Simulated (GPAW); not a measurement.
## σxx against uniaxial strain in fcc Ir (space group 225): C11 (GPAW, LDA)

```yaml
crystal:
  lattice:
    - [0.00000, 1.90199, 1.90199]
    - [1.87346, 0.00000, 1.90199]
    - [1.87346, 1.90199, 0.00000]
  atoms:
    - { symbol: Ir, position: [0.00000, 0.00000, 0.00000] }
```

Computed with LDA (Perdew-Wang 92), GPAW PAW datasets LDA (gpaw-data 1.0.1) (plane waves; GPAW 25.7.0). Settings: mode = pw; ecut = 585 eV; xc = LDA; kpts = 40 40 40; mesh shift (steps) = 0 0 0; occupations.name = fermi-dirac; occupations.width = 0.05 eV; nbands = -7; convergence.density = 1e-06 e/electron; convergence.energy = 1e-06 eV/electron; symmetry.symmorphic = false; symmetry.tolerance = 0.0005; maxiter = 150. The cell above is the first row's. The rows stretch one cube axis (x) by the strain ε and hold the other two. Stress is positive in tension. In all rows the k mesh is held.

```
ε (%)  σxx (GPa)
-----  ---------
-1.5           ?
-1.0       -6.73
-0.5       -3.18
0.0         0.26
0.5         3.59
1.0         6.81
1.5         9.92
2.0        12.93
```

Q: Fit σxx against ε with a parabola, and predict the withheld value at ε = -1.5.

A: Least squares gives σxx = 0.259 + 6.7698·ε - 0.2176·ε². Residuals (row less fit): -0.002, 0.000, 0.001, 0.000, -0.001, -0.004, 0.002; standard error 0.003 (degrees of freedom: 4). The slope at ε = 0, 6.7698 GPa per cent, gives C11 ≈ 100 × 6.7698 = 677 GPa, for the static lattice. At the withheld row, σxx = 0.259 + 6.7698 × (-1.5) - 0.2176 × (-1.5)² = -10.385 GPa. The calculation gives -10.38 GPa, 0.005 GPa above the prediction (under 0.05 % of the range of σxx in the table). The row lies outside the fitted rows, so this is an extrapolation.

Carrying the step between the two nearest rows on in a straight line would have given -10.28, off by 0.10; series whose last step already gives the withheld value aren't shown. The reference cell has the volume at which an earlier scan in this program and functional put its minimum by a fit. The unstrained cell stands at a pressure of -0.26 GPa, and the constants belong to that pressure. Spin polarisation is off. Spin-orbit coupling is off. Without a gap such slopes are sensitive to mesh and smearing. Cutoffs and mesh are single choices, not tested for convergence of this quantity. Series with a scatter that would blur these digits, or in which a gap closes, are not shown. Strain series were run only where this level's volume lies within 10 % of a first guess from the measured size.
